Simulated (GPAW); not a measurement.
Band structure of Au3Br (P6_3/mmc, 8 atoms in the cell).

```
CELL_PARAMETERS angstrom
      6.76424     0.00000     0.00000
     -3.38212     5.85800     0.00000
      0.00000     0.00000     4.48343
ATOMIC_POSITIONS crystal
  Au 0.29086 0.14543 0.75000
  Au 0.70914 0.85457 0.25000
  Au 0.14543 0.29086 0.25000
  Au 0.85457 0.70914 0.75000
  Au 0.85457 0.14543 0.75000
  Au 0.14543 0.85457 0.25000
  Br 0.66667 0.33333 0.25000
  Br 0.33333 0.66667 0.75000
```

Computed with PBEsol, GPAW PAW datasets PBEsol (made by gpaw-setup) (plane waves; GPAW).

Settings: mode = pw; ecut = 600 eV; xc = PBEsol; kpts = 3 3 4; mesh shift (steps) = 0 0 0; occupations.name = fermi-dirac; occupations.width = 0.1 eV; nbands = -16; symmetry.symmorphic = false; symmetry.tolerance = 0.0005; maxiter = 100; bandpath_npoints = 40.

The starting cell comes from a database of computed structures (which also holds hypothetical and non-ambient phases and stackings), without a prior relaxation at this level. Spin-orbit coupling is off. The run gives no clean gap (levels at the Fermi energy touch, overlap or are partly filled at this smearing), which alone does not show that the compound is a metal.

Levels in eV from the Fermi level, bands 37 to 44:
```tsv
point	37	38	39	40	41	42	43	44
Γ	-1.67	-1.06	-0.99	0.31	0.31	1.50	2.23	3.04
M	-1.21	-1.10	-1.08	-0.72	0.21	0.81	2.52	3.08
K	-1.10	-1.10	-1.08	-0.38	-0.38	1.47	1.47	2.88
A	-1.59	-1.59	-1.15	-1.15	1.33	1.33	1.33	1.33
L	-1.58	-1.58	-0.70	-0.70	0.86	0.86	1.34	1.34
H	-1.39	-1.39	-0.47	-0.47	-0.21	-0.21	2.19	2.19
```

Bands cross the Fermi level along this path, so the cell is metallic at this level.
